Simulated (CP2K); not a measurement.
Input and output of a self-consistent single point for TlSbO3 (P-31c, 20 atoms in the cell) (CP2K).

Computed with PBEsol, GPW, DZVP-MOLOPT-SR-GTH basis, GTH-PBE potentials (GTH_POTENTIALS) (CP2K).

```
CELL_PARAMETERS angstrom
      5.33071     0.00000     0.00000
     -2.66535     4.61653     0.00000
      0.00000     0.00000    14.72639
ATOMIC_POSITIONS crystal
  Tl 0.66667 0.33333 0.92916
  Tl 0.33333 0.66667 0.07084
  Tl 0.66667 0.33333 0.57084
  Tl 0.33333 0.66667 0.42916
  Sb 0.66667 0.33333 0.25000
  Sb 0.33333 0.66667 0.75000
  Sb 0.00000 0.00000 0.25000
  Sb 0.00000 0.00000 0.75000
  O  0.28591 0.33334 0.82520
  O  0.71409 0.66666 0.17480
  O  0.66666 0.95257 0.82520
  O  0.33334 0.04743 0.17480
  O  0.04743 0.71409 0.82520
  O  0.95257 0.28591 0.17480
  O  0.66666 0.71409 0.67480
  O  0.33334 0.28591 0.32520
  O  0.04743 0.33334 0.67480
  O  0.95257 0.66666 0.32520
  O  0.28591 0.95257 0.67480
  O  0.71409 0.04743 0.32520
```

Reference input (self-consistent single point, DFT PBEsol, GPW, DZVP-MOLOPT-SR-GTH basis, GTH-PBE potentials (GTH_POTENTIALS)): CUTOFF = 500 Ry; REL_CUTOFF = 60 Ry; KPOINTS/SCHEME = MONKHORST-PACK 4 4 2; XC_FUNCTIONAL = PBE:PBESOL; Tl/BASIS_SET = DZVP-MOLOPT-SR-GTH-q13; Tl/POTENTIAL = GTH-PBE-q13; Sb/BASIS_SET = DZVP-MOLOPT-SR-GTH-q5; Sb/POTENTIAL = GTH-PBE-q5; O/BASIS_SET = DZVP-MOLOPT-SR-GTH-q6; O/POTENTIAL = GTH-PBE-q6; METHOD = GPW; EPS_DEFAULT = 1e-10. This run's input differs from it in these lines:

```diff
@@ -16,3 +16,3 @@
     &MGRID
-      CUTOFF 500
+      CUTOFF 400
       REL_CUTOFF 60
```

The program printed (abridged):

```
 SCF WAVEFUNCTION OPTIMIZATION

  Step     Update method      Time    Convergence         Total energy    Change
     1 NoMix/Diag. 0.20E+00      -     1.26334630      -413.7699473419 -4.14E+02
     2 Broy./Diag. 0.20E+00      -     0.09034794      -394.4255214651  1.93E+01
     3 Broy./Diag. 0.20E+00      -     0.22582807      -405.1543806311 -1.07E+01
     4 Broy./Diag. 0.20E+00      -     0.02913573      -415.2596166714 -1.01E+01
     5 Broy./Diag. 0.20E+00      -     0.09677308      -412.6574612812  2.60E+00
     6 Broy./Diag. 0.20E+00      -     0.00296591      -413.4398357304 -7.82E-01
   [... 21 lines left out ...]
    28 Broy./Diag. 0.20E+00      -     0.00000036      -413.0712743800 -1.64E-05
    29 Broy./Diag. 0.20E+00      -     0.00000016      -413.0712686127  5.77E-06
    30 Broy./Diag. 0.20E+00      -     0.00000039      -413.0712656905  2.92E-06
    31 Broy./Diag. 0.20E+00      -     0.00000006      -413.0712648338  8.57E-07
  *** SCF run converged in    31 steps ***

  Overlap energy of the core charge distribution:               0.00000062671146
  Self energy of the core charge distribution:               -892.84730559099683
  Core Hamiltonian energy:                                    254.27939519318483
  Hartree energy:                                             299.26788293365996
  Exchange-correlation energy:                                -73.77123799631762

  Total energy:                                              -413.07126483375828

 ENERGY| Total FORCE_EVAL ( QS ) energy [hartree]           -413.071263399952386

 FORCES| Atomic forces [hartree/bohr]
 FORCES|   Atom     x               y               z               |f|
 FORCES|      1 -3.51039229E-06  1.10288054E-06 -4.93704640E-04   4.93718352E-04
   [... lines left out ...]

 STRESS| Analytical stress tensor [bar]
 STRESS|                        x                   y                   z
 STRESS|      x        7.84559795273E+04  -2.59754204068E+00  -9.45876421606E-01
 STRESS|      y       -2.59754204068E+00   7.84535415605E+04  -1.69318726384E+00
 STRESS|      z       -9.45876421606E-01  -1.69318726384E+00   6.26744746189E+04
 STRESS| 1/3 Trace                                             7.31946652356E+04
```

The run converged in 31 iterations. Against the reference run the free energy stays essentially unchanged (within 1 meV/atom), the pressure hardly changes (7.31 to 7.32 GPa), the largest force goes from 1.252 to 1.273 eV/Å and the gap on the mesh moves little (2.698 to 2.699 eV).

The starting cell comes from a database of computed structures (which also holds hypothetical and non-ambient phases and stackings), without a prior relaxation at this level. Spin-orbit coupling is off. Values carry the incompleteness of an atom-centred basis. The potentials were made for another functional than the one used. Forces in this geometry exceed 1 eV/Å.

Cost on one core of a shared machine: roughly 7 min.
